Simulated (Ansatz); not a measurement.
Results of r²SCAN+rVV10 (Ansatz, a first-principles code, plane waves, PAW) for BP (model structure, started from the BN type, Pm-3n, No. 223, 12 atoms in the cell).

Settings: plane-wave cutoff 560 eV, 6×6×6 k mesh, Fermi–Dirac smearing 0.01 eV, scalar-relativistic PAW data made under PBE.

Cell (relaxed at this level):

```
BP
1.0
    5.56853     0.00000     0.00000
    0.00000     5.56853     0.00000
    0.00000     0.00000     5.56853
B P
6 6
Direct
  0.25000   0.00000   0.50000
  0.50000   0.25000   0.00000
  0.50000   0.75000   0.00000
  0.75000   0.00000   0.50000
  0.00000   0.50000   0.75000
  0.00000   0.50000   0.25000
  0.25000   0.50000   0.00000
  0.00000   0.25000   0.50000
  0.00000   0.75000   0.50000
  0.75000   0.50000   0.00000
  0.50000   0.00000   0.75000
  0.50000   0.00000   0.25000
```

Q: Estimate the band gap and Γ–Γ gap that the calculation returns.

A: 
- band gap = 0.61 eV (on the SCF k mesh)
- Γ–Γ gap = 1.37 eV

Note: the relaxation could raise the start's symmetry but not lower it, so the cell can be a saddle point.

A model structure was made by putting elements into a prototype or built by hand; it is no filed structure, need not be a known phase, and can be a saddle point held by its symmetry.
